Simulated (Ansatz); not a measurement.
Amorphous Hf$_{27}$O$_{45}$N$_{6}$, 78 atoms at 9.57 g/cm³, one PBE-relaxed geometry, zone centre. Methods: PBE, scalar-relativistic without spin-orbit coupling (Ansatz, a program for electronic structure); r2SCAN, scalar-relativistic without spin-orbit coupling (Ansatz). Plane waves to 420 eV (r2SCAN 500 eV). At PBE the levels at the filled edge of the gap are localised (band-tail or defect states). All rungs ran without spin polarisation.

The cell was made by melting and quenching with the CHGNet potential and then relaxed with DFT. O and N atoms were pushed apart under 1.9 Å during the dynamics, to hinder bonds among them. The hot cell started wider than the set density and was brought back towards it in steps. It is the lowest in DFT energy of 4 quenches. It is a model cell: composition and starting density were chosen by hand, and all elements were melted together. No dispersion term was used. Its density started from a set value of 9.29 and ended at 9.57 g/cm³. The simulated quench (nominally 91 K/ps over its main leg) is rapid and tends to freeze in more defects than a deposited or slowly cooled glass has. One small periodic cell is one sample of the glass; other quenches scatter about these values. Volume and shape were free in the relaxation. Stress components on the final sampling reach 0.9 GPa. Cycles of charging lowered its energy after that relaxation.

The relaxation ran on the zone centre alone. At PBE the level gap is 2.89 eV on a 2×2×2 Γ-centred mesh, and the spacing at the zone centre alone 2.97 eV.

Question: What zone-centre spacing does r2SCAN give, roughly?

Answer: 3.35 eV (+0.38 eV against PBE).

The highest filled and the lowest empty state spread over these numbers of atoms (participation numbers): PBE: 5.6 and 13.2; r2SCAN: 5.2 and 12.6.
